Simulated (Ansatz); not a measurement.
Given:

```yaml
crystal:
  lattice:
    - [-2.20128, 2.20128, 5.30502]
    - [2.20128, -2.20128, 5.30502]
    - [2.20128, 2.20128, -5.30502]
  atoms:
    - { symbol: Sr, position: [0.00000, 0.00000, 0.00000] }
    - { symbol: Ga, position: [0.61748, 0.61748, 0.00000] }
    - { symbol: Ga, position: [0.38252, 0.38252, 0.00000] }
    - { symbol: Ga, position: [0.75000, 0.25000, 0.50000] }
    - { symbol: Ga, position: [0.25000, 0.75000, 0.50000] }
```

Calculation: PBEsol, DFPT electron-phonon coupling, linearised Boltzmann equation (plane waves, PAW, scalar-relativistic; Ansatz, a quantum-chemistry and plane-wave program). Cell: relaxed with this functional, without spin-orbit coupling.

Question: Estimate the phonon-limited resistivity at 300 K, by direction if it differs.

Answer: 14.9 (x), 14.9 (y), 39 (z) μΩ·cm.

Question: And the electrons' mean free path at that temperature?

Answer: 12.3 (x), 12.3 (y), 10.3 (z) nm, weighted by the current that each state carries. Wires not much wider than this gain resistivity from their walls.

A metal at this level (no band gap). Only scattering by harmonic phonons is included (no impurities, grain boundaries, electron-electron scattering or thermal expansion). Spin-orbit coupling is left out. The run warned that the eigensolver left some states short of its tolerance. Halving the electron mesh (20x20x20) moves the resistivity by up to 9 % at 300 K, the mean free path by up to 6 %. Smearing 0.20 eV; phonons on a 5x5x5 q mesh, which this run doesn't test.

Formula and space group known from diffraction (Crystallography Open Database), not checked to be the room-temperature form: SrGa4 (I4/mmm).
